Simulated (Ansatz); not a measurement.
## Variants of one calculation on Cs2InBiI6 (Fm-3m, 10 atoms in the cell)

```
Cs2InBiI6
1.0
    0.00000     5.80952     5.80952
    5.80952     0.00000     5.80952
    5.80952     5.80952     0.00000
Cs In Bi I
2 1 1 6
Cartesian
  2.90476   2.90476   2.90476
  8.71428   8.71428   8.71428
  5.80952   5.80952   5.80952
  0.00000   0.00000   0.00000
  2.91522   5.80952   5.80952
  8.70382   5.80952   5.80952
  5.80952   2.91522   5.80952
  5.80952   8.70382   5.80952
  5.80952   5.80952   2.91522
  5.80952   5.80952   8.70382
```

Base run A: Ansatz (a program for electronic structure) with LDA (PW92), default PAW files made with PBE, self-consistent single point.

Its settings: basis.ecutwfc = 30.9 Ry; kpoints.mp_grid.grid = 4 4 4; hamiltonian.xc = lda; hamiltonian.pseudopotentials = {kind: paw} (the program's default PAW files); scf.occupations.method = methfessel_paxton; scf.occupations.width = 0.02 Ry.

The starting cell was generated: these elements placed on a structure prototype, without a prior relaxation; it need not be a known phase or ordering of this composition. Its lattice was rescaled by a random factor within 2.5 % of one. In the base run, with a pressure of about 4 GPa the cell is away from its equilibrium volume at this level. Ansatz's pressure includes its estimate of the finite-basis (Pulay) stress. The run gives no clean gap (levels at the Fermi energy touch, overlap or are partly filled at this smearing), which alone does not show that the compound is a metal.

ΔF is the free energy per atom less that of run A. A dash stands where there is no value to compare (another energy zero or no entropy term, no result, no spin, no clean gap, or a mesh too coarse for one). Total energies depend on the potentials, the functional and any Hubbard or dispersion term, so they are compared only between runs that share all of them.

Run A gave: pressure (GPa) 3.66; largest force (eV/Å) 0.208; k-points 8; valence electrons 148.

Runs:
- B: crystal.symmetry.detect: default → false
- C: scf.convergence.dr2_threshold: default (1e-07 eV) → 0.01 eV
- D: magnetization.noncollinear: default → true; magnetization.spin_orbit: default → true [LDA (PW92) with spin-orbit coupling]
- E: kpoints.mp_grid.grid: 4 4 4 → 6 6 6
- F: 1 x 1 x 2 supercell, mesh divided to match; kpoints.mp_grid.grid: 4 4 4 → 4 4 2
- G: scf.mixing.preconditioner: default (the program chose Resta) → kerker

Problem. What does run E change against A?

Solution. The free energy drops by 2.5 meV/atom, the pressure stays at 3.66 GPa and the largest force goes from 0.208 to 0.196 eV/Å.

Problem. What does run D change against A?

Solution. The pressure moves little (3.66 to 3.58 GPa) and the largest force goes from 0.208 to 0.481 eV/Å.

```
run  ΔF (meV/atom)  pressure (GPa)  largest force (eV/Å)  k-points  valence electrons
---  -------------  --------------  --------------------  --------  -----------------
A             0.00            3.66                 0.208         8                148
B             0.00            3.66                 0.208        36                148
C             0.04            3.66                 0.198         8                148
D                –            3.58                 0.481         8                148
E             -2.5            3.66                 0.196        16                148
F             0.00            3.66                 0.208         8                296
G             0.00            3.66                 0.208         8                148
```

Keys are those of Ansatz 0.2.
